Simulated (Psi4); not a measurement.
Psi4 1.11, B3LYP/def2-svp: Hf(Cl)(H)3 ([Cl][HfH3]), 5 atoms. The geometry is a generated start, not checked to be a minimum at this level.

| Quantity | Result |
|---|---|
| task | energy |
| method | b3lyp |
| basis | def2-svp |
| memory | 3 GB |
| maxiter | 100 |
| keys of the molecule block | symmetry c1 |
| scf_type | df (default) |
| e_convergence | 1e-06 (default) |
| d_convergence | 1e-06 (default) |
| dft_radial_points | 75 (default) |
| dft_spherical_points | 302 (default) |
| effective core potentials | those of the basis set, past Kr |
| basis functions | 65 |
| grid points | 109612 |

```xyz
5

Hf     0.1347    -0.0547     0.1065
Cl    -1.6500     0.6639    -1.2915
H      1.6829     0.5582    -0.7205
H     -0.1785     0.7414     1.7568
H      0.0108    -1.9088     0.1488
```

Charge 0 and multiplicity 1 are set for this test and not shown to be the ground state.

With the defaults (diis = true, scf_initial_accelerator = adiis, damping_percentage = 0, guess = auto, which took SAD, diis_start = 1, level_shift = 0, level_shift_cutoff = 0.01, diis_max_vecs = 10) it converges in 8 SCF iterations. One run each on 2 threads, with these changes:
- guess = huckel
- level_shift = 0.1, level_shift_cutoff = 0.001
- guess = modhuckel
- guess = sadno
- diis_max_vecs = 6
- diis = false, scf_initial_accelerator = none, damping_percentage = 60
- damping_percentage = 20
- diis_start = 4
- level_shift = 0.5, level_shift_cutoff = 0.001

Q: Which runs fail or end elsewhere than the default run?

A: No convergence: diis = false, scf_initial_accelerator = none, damping_percentage = 60 (the run ends without SCF convergence in 100 iterations). The rest reach the solution of the defaults.

```json
[
 {"setting": "the defaults", "SCF iterations": "8", "end": "same solution"},
 {"setting": "level_shift = 0.5, level_shift_cutoff = 0.001", "SCF iterations": "8", "end": "same solution"},
 {"setting": "diis_max_vecs = 6", "SCF iterations": "8", "end": "same solution"},
 {"setting": "level_shift = 0.1, level_shift_cutoff = 0.001", "SCF iterations": "8", "end": "same solution"},
 {"setting": "guess = modhuckel", "SCF iterations": "10", "end": "same solution"},
 {"setting": "guess = huckel", "SCF iterations": "10", "end": "same solution"},
 {"setting": "guess = sadno", "SCF iterations": "10", "end": "same solution"},
 {"setting": "diis_start = 4", "SCF iterations": "12", "end": "same solution"},
 {"setting": "damping_percentage = 20", "SCF iterations": "14", "end": "same solution"},
 {"setting": "diis = false, scf_initial_accelerator = none, damping_percentage = 60", "SCF iterations": "100", "end": "no convergence"}
]
```
